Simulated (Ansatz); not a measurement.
# As vacancy + 1 H in zinc-blende InAs

Level of theory: PBE, PAW (plane waves to 420 eV; Ansatz, a quantum-chemistry and plane-wave program). Cell and caveats: 64-site cell; 2×2×2 shifted k-points; start: the As site; 1 H on the vacancy's neighbours; no spin–orbit coupling; the functional closes the host's gap; finite-size errors of tenths of an eV; relaxed from one start, so a lower configuration may exist.

Neighbours after relaxation, in Å: of the emptied site: H 1.37, In 2.29, In 2.29, In 2.66, In 2.67; of the H atom: In 2.04, In 2.04, In 3.40, In 3.40.

The name describes the start; the neighbours show where the atoms ended.

```json
[
 {"charge": "0", "moment (μB)": "not spin-polarised", "largest move off a lattice site (Å)": "0.57"}
]
```
